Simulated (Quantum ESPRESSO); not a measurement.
**Habitual settings against a tight run: Hg (I4/mmm, 1 atom in the cell)**

Self-consistent single point.

```
CELL_PARAMETERS angstrom
     -2.07715     2.07715     1.80875
      2.07715    -2.07715     1.80875
      2.07715     2.07715    -1.80875
ATOMIC_POSITIONS crystal
  Hg 0.00000 0.00000 0.00000
```

Method: LDA (PW92), PseudoDojo standard norm-conserving (LDA) pseudopotentials (plane waves; Quantum ESPRESSO).

Base settings: ecutwfc = 60 Ry; occupations = smearing; smearing = gaussian; degauss = 0.0073499 Ry; potentials = {Hg: Hg.upf}; K_POINTS = automatic 10 10 10 0 0 0; conv_thr = 1e-10 Ry; mixing_beta = 0.5.

Tight run (finer mesh or higher cutoff; not a proven limit): ecutwfc: 60 Ry → 84 Ry; conv_thr: 1e-10 Ry → 7.3e-11 Ry; K_POINTS: automatic 10 10 10 0 0 0 → automatic 14 14 14 0 0 0. It gave Fermi level (on the code's own zero) 9.46 eV; pressure -4.71 GPa.

Quick runs, as changes from the base:
- A: the base itself
- B: ecutwfc: 60 Ry → 56 Ry; K_POINTS: automatic 10 10 10 0 0 0 → automatic 2 2 2 0 0 0; potentials: PseudoDojo standard norm-conserving (PBESOL) [PBEsol]
- C: ecutwfc: 60 Ry → 30 Ry; smearing: gaussian → methfessel-paxton; degauss: 0.0073499 Ry → 0.0147 Ry; K_POINTS: automatic 10 10 10 0 0 0 → automatic 8 8 8 0 0 0
- D: ecutwfc: 60 Ry → 30 Ry; smearing: gaussian → marzari-vanderbilt; degauss: 0.0073499 Ry → 0.0099958 Ry; conv_thr: 1e-10 Ry → 7.3e-05 Ry; K_POINTS: automatic 10 10 10 0 0 0 → automatic 4 4 4 0 0 0
- E: ecutwfc: 60 Ry → 48 Ry; smearing: gaussian → methfessel-paxton; degauss: 0.0073499 Ry → 0.0099958 Ry; K_POINTS: automatic 10 10 10 0 0 0 → automatic 6 6 6 1 1 1
- F: ecutwfc: 60 Ry → 35 Ry; conv_thr: 1e-10 Ry → 7.3e-06 Ry; K_POINTS: automatic 10 10 10 0 0 0 → automatic 2 2 2 1 1 1; potentials: PseudoDojo standard norm-conserving (PBESOL) [PBEsol]

Energies are extrapolated to zero smearing width, which holds to low order in the width alone (under cold and Methfessel-Paxton smearing the free energy itself is taken).

Dashes: energy of B, F, another energy zero; pressure of D, F, not trusted under this conv_thr with d or f elements.

† marks runs with another functional, U, potentials or spin treatment: their distance from the tight run is not a convergence error alone.

The count of work is k-points × plane waves × bands × iterations; it is no time. 

The starting cell comes from a database of computed structures (which also holds hypothetical and non-ambient phases and stackings), without a prior relaxation at this level. Its lattice was rescaled by a random factor within 2.5 % of one. In the base run, with a pressure of about -5 GPa the cell is away from its equilibrium volume at this level.

```
run  energy less tight (meV/atom)  pressure less tight (GPa)  count of work / tight
---  ----------------------------  -------------------------  ---------------------
A                             2.4                      -0.20                   0.25
B†                              –                      16.49                  0.010
C                          8267.5                    -167.20                  0.060
D                          8286.6                          –                 0.0065
E                           155.2                      -6.37                  0.050
F†                              –                          –                 0.0023
```

Among the runs at the tight run's level, the energy misses run from 2.4 to 8286.6 meV/atom.
